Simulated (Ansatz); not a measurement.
Results of PBE0 (plane waves, PAW; Ansatz, a first-principles code) for Al₂O₃ (R-3, No. 148, 10 atoms in the cell; start mp-754624; a measured phase of this formula has another space group).

Settings: plane-wave cutoff 460 eV, 6×6×6 k mesh, Fermi–Dirac smearing 0.01 eV, scalar-relativistic PAW data made under PBE.

Cell (relaxed with PBEsol):

```cif
data_Al4O6
_chemical_formula_sum 'Al4 O6'
_space_group_name_H-M_alt 'P 1'
_space_group_IT_number 1
_cell_length_a 5.27367
_cell_length_b 5.27367
_cell_length_c 5.27367
_cell_angle_alpha 54.317
_cell_angle_beta 54.317
_cell_angle_gamma 54.317
loop_
_space_group_symop_operation_xyz
  'x, y, z'
loop_
_atom_site_label
_atom_site_type_symbol
_atom_site_fract_x
_atom_site_fract_y
_atom_site_fract_z
_atom_site_occupancy
Al1 Al 0.00000 0.00000 0.00000 1
Al2 Al 0.50000 0.50000 0.50000 1
Al3 Al 0.30672 0.30672 0.30672 1
Al4 Al 0.69328 0.69328 0.69328 1
O1 O 0.27919 0.89163 0.60429 1
O2 O 0.72081 0.10837 0.39571 1
O3 O 0.89163 0.60429 0.27919 1
O4 O 0.10837 0.39571 0.72081 1
O5 O 0.60429 0.27919 0.89163 1
O6 O 0.39571 0.72081 0.10837 1
```

Estimate the band gap and smallest direct gap on the k points sampled that the calculation returns.


* **band gap**: 8.53 eV (on the SCF k mesh)
* **smallest direct gap on the k points sampled**: 8.54 eV

Note: cell and atoms aren't relaxed at this level (largest force component 0.16 eV/Å, pressure -2.9 GPa).

Computed values are for the static lattice.

A start named mp-… is a Materials Project structure, which need not be a measured phase.
